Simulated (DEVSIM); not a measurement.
Device: TaN/AlN/n-GaSb capacitor, at 300 K.

```csv
layer (left to right),material,thickness (nm),Nd (cm⁻³)
1,AlN,2.00,-
2,GaSb,7900,5.8e15
```

Metal gate on the left, work function 4.4 eV. Fixed charge at the semiconductor interface 3e11 cm⁻² (in units of +e); no interface traps.

Constants are typed, rounded textbook-type inputs, not results; the design itself was drawn at random and stands for no fabricated device. Values at 300 K; Nc and Nv go as T^1.5, mobilities as T to minus their exponent, the gap by Varshni's rule with the affinity fixed.

```
parameter         AlN     GaSb
----------------  ---  -------
gap (eV)          6.1    0.726
affinity (eV)     1.9     4.06
permittivity      8.5     15.7
Nc (cm⁻³)           -   2.1e17
Nv (cm⁻³)           -   1.8e19
Varshni α (eV/K)    -  0.00042
Varshni β (K)       -      140
```

Simulated with DEVSIM: 1D Poisson equation in equilibrium, Boltzmann statistics, complete ionisation; no quantum confinement or tunnelling. Metal contacts follow the ideal Schottky-Mott rule: no Fermi-level pinning, no interface dipoles.

Base results: flat-band voltage (V) 0.23; minimum of the low-frequency capacitance (μF/cm²) 0.0468; capacitance of the dielectric stack (μF/cm²) 3.76; threshold voltage (band bending 2φF) (V) -0.20.

Problem. What follows from this one change: fixed charge 3e+11 → 5.4e+12 cm^-2?

Solution. flat-band voltage 0.23 → 0.02 V; minimum of the low-frequency capacitance little changed (0.0467 μF/cm²); capacitance of the dielectric stack little changed (3.76 μF/cm²); threshold voltage (band bending 2φF) -0.20 → -0.42 V.

Problem. What follows from this one change: substrate doping 5.8e+15 → 5.8e+14 cm^-3?

Solution. flat-band voltage 0.23 → 0.17 V; minimum of the low-frequency capacitance 0.0468 → 0.0187 μF/cm²; capacitance of the dielectric stack little changed (3.76 μF/cm²); threshold voltage (band bending 2φF) -0.20 → -0.13 V.

Problem. What follows from this one change: gate work function 4.4 → 4.25 eV?

Solution. flat-band voltage 0.23 → 0.08 V; minimum of the low-frequency capacitance little changed (0.0468 μF/cm²); capacitance of the dielectric stack little changed (3.76 μF/cm²); threshold voltage (band bending 2φF) -0.20 → -0.35 V.

Problem. What follows from this one change: temperature 300 → 350 K?

Solution. flat-band voltage 0.23 → 0.21 V; minimum of the low-frequency capacitance 0.0468 → 0.0555 μF/cm²; capacitance of the dielectric stack little changed (3.76 μF/cm²); threshold voltage (band bending 2φF) -0.20 → -0.14 V.
